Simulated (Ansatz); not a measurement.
## A computed series for Si: response to strain

Base system: Si in the diamond structure (space group Fd-3m, No. 227; a = 5.402 Å). Axes: x, y, z lie along the cube axes.

Strains are applied to the cell and any free atomic positions relax; under biaxial strain the out-of-plane vector relaxes too.

The values are results of DFT with LDA, PAW potentials and a 420 eV plane-wave cutoff in Ansatz (an electronic-structure program), no spin-orbit coupling, not measurements.

Notes on the quantities. energy relative to the base: free energy F.

| case | energy relative to the base | volume per atom | band gap |
|---|---|---|---|
| base | 0 meV/atom | 19.71 Å³ | 0.45 eV |
| biaxial strain −3.00 %, plane normal [001], relaxed out of plane | ___ | ___ | 0.08 eV |
| biaxial strain −2.00 %, plane normal [001], relaxed out of plane | +8.8 meV/atom | 19.23 Å³ | 0.21 eV |
| biaxial strain −1.50 %, plane normal [001], relaxed out of plane | +4.9 meV/atom | 19.35 Å³ | 0.27 eV |
| biaxial strain −1.00 %, plane normal [001], relaxed out of plane | +2.2 meV/atom | 19.47 Å³ | 0.33 eV |
| biaxial strain +0.50 %, plane normal [001], relaxed out of plane | +0.5 meV/atom | 19.82 Å³ | 0.36 eV |
| biaxial strain +1.50 %, plane normal [001], relaxed out of plane | +4.7 meV/atom | 20.05 Å³ | 0.19 eV |
| biaxial strain +2.00 %, plane normal [001], relaxed out of plane | +8.2 meV/atom | 20.17 Å³ | 0.11 eV |
| biaxial strain +2.50 %, plane normal [001], relaxed out of plane | +13 meV/atom | 20.28 Å³ | zero |
| biaxial strain +3.00 %, plane normal [001], relaxed out of plane | +18 meV/atom | 20.39 Å³ | zero |

Q: Some entries are withheld; estimate them.

A: 
- biaxial strain −3.00 %, plane normal [001], relaxed out of plane, energy relative to the base: +20 meV/atom
- biaxial strain −3.00 %, plane normal [001], relaxed out of plane, volume per atom: 18.98 Å³

The mesh was chosen for an insulator and is coarse for the gapless case. Whether these cells are dynamically stable was not tested. Gaps under 0.05 eV, about the width of the smearing, are given as zero. A zero or small gap of Si under biaxial strain −3.00 %, plane normal [001], relaxed out of plane, Si under biaxial strain −2.00 %, plane normal [001], relaxed out of plane, Si under biaxial strain −1.50 %, plane normal [001], relaxed out of plane and Si under biaxial strain +1.50 %, plane normal [001], relaxed out of plane can be the functional's error rather than a property of the material.
